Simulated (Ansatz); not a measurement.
Data:

```
AgI
1.0
    4.23181     0.00000     0.00000
    0.00000     4.23181     0.00000
    0.00000     0.00000    15.00000
Ag I
1 1
Direct
  0.25000   0.75000   0.50000
  0.75000   0.25000   0.50000
```

No spin polarisation.

Level of theory: PBEsol (Ansatz, an electronic-structure program, PAW, scalar-relativistic without spin-orbit coupling). Settings: 8×8×1 k-points, 0.05 eV Fermi–Dirac smearing. The cell is a slab with vacuum along z.

Predict the smallest direct gap and gap character.


```json
{
 "smallest_direct_gap": "1.96 eV",
 "gap_character": "indirect, X → M"
}
```

Spin-orbit coupling, missing from the scalar runs, can matter with I. Whether these cells are dynamically stable was not tested. The cell was made from AgI in the rock salt structure (space group Fm-3m, No. 225; a cell from a computed database, its experimental status unchecked) by this change: a free-standing slab of 1 layer (2 atoms, 2 a layer) is cut normal to the z axis, with 15 Å of vacuum and the in-plane cell held at bulk; forces were under the threshold from the start, so the atoms kept their bulk positions. This is not the structure that AgI has at room temperature and ambient pressure.
